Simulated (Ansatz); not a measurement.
## WC with two functionals, biaxial strain +4.29 %, plane normal [001], relaxed out of plane

The reference is WC (space group P-6m2, No. 187; a = 2.922 Å, c = 2.846 Å; relaxed with 0.1 eV smearing). Axes: x lies along a and z along c of the hexagonal cell.

(Cell as relaxed with PBE.)

Levels (all Ansatz, a program for electronic structure, PAW): PBE (420 eV, no SOC); r2SCAN (500 eV, spin-orbit coupling left out).

Each level relaxes its own structure.

| base | PBE | r2SCAN |
|---|---|---|
| volume per atom | 10.53 Å³ | 10.42 Å³ |
| lattice parameter a | 2.922 Å | 2.913 Å |
| band gap | zero | zero |

It is then changed as follows: tensile biaxial strain of 4.29 % in the plane normal to [001], as in epitaxy on a mismatched substrate; the out-of-plane cell vector and the atoms relax.

```json
[
 {"quantity": "band gap", "PBE": "zero", "r2SCAN": "zero"},
 {"quantity": "volume per atom", "PBE": "11.29 Å³", "r2SCAN": "11.18 Å³"},
 {"quantity": "mean in-plane stress (compression positive)", "PBE": "-30.6 GPa", "r2SCAN": "-32.5 GPa"}
]
```

PBE's volume per atom lies 0.11 Å³ above r2SCAN's (1.0 %); PBE's in-plane stress lies 1.9 GPa above r2SCAN's; the two agree on the band gap. Neither level is exact; r2SCAN is the comparison here, not a measurement.

Stability against distortions was not tested. All final runs are without spin polarisation.
